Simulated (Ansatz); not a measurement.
## A computed series for ZnAu: response to strain

Start from ZnAu in the CsCl type structure (space group Pm-3m, No. 221; a = 3.1286 Å; relaxed with 0.1 eV smearing). Axes: x, y, z lie along the cube axes.

Strains are applied to the cell and any free atomic positions relax; under biaxial strain the out-of-plane vector relaxes too.

The values are results of plane-wave PAW DFT at the PBEsol level (Ansatz, a program for electronic structure, 420 eV), no SOC, not measurements.

Notes on the quantities. energy relative to the base: free energy F.

```json
[
 {"biaxial strain, plane normal [111], relaxed out of plane (%)": "0", "energy relative to the base (meV/atom)": "0.0"},
 {"biaxial strain, plane normal [111], relaxed out of plane (%)": "0.42", "energy relative to the base (meV/atom)": "0.4"},
 {"biaxial strain, plane normal [111], relaxed out of plane (%)": "0.83", "energy relative to the base (meV/atom)": "?"},
 {"biaxial strain, plane normal [111], relaxed out of plane (%)": "1.25", "energy relative to the base (meV/atom)": "3.3"},
 {"biaxial strain, plane normal [111], relaxed out of plane (%)": "1.67", "energy relative to the base (meV/atom)": "5.9"},
 {"biaxial strain, plane normal [111], relaxed out of plane (%)": "2.08", "energy relative to the base (meV/atom)": "9.1"},
 {"biaxial strain, plane normal [111], relaxed out of plane (%)": "2.5", "energy relative to the base (meV/atom)": "13.0"}
]
```

Q: Fit ΔE = Aε² + Bε³ (ε in %) to the rows shown and predict the withheld row.

A: Least squares on the printed values gives A = 2.18 and B = -0.039 meV/atom (largest residual 0.0 meV/atom); this predicts 1.5 meV/atom, and the run gives 1.5 meV/atom, in agreement.

Whether these cells are dynamically stable was not tested.
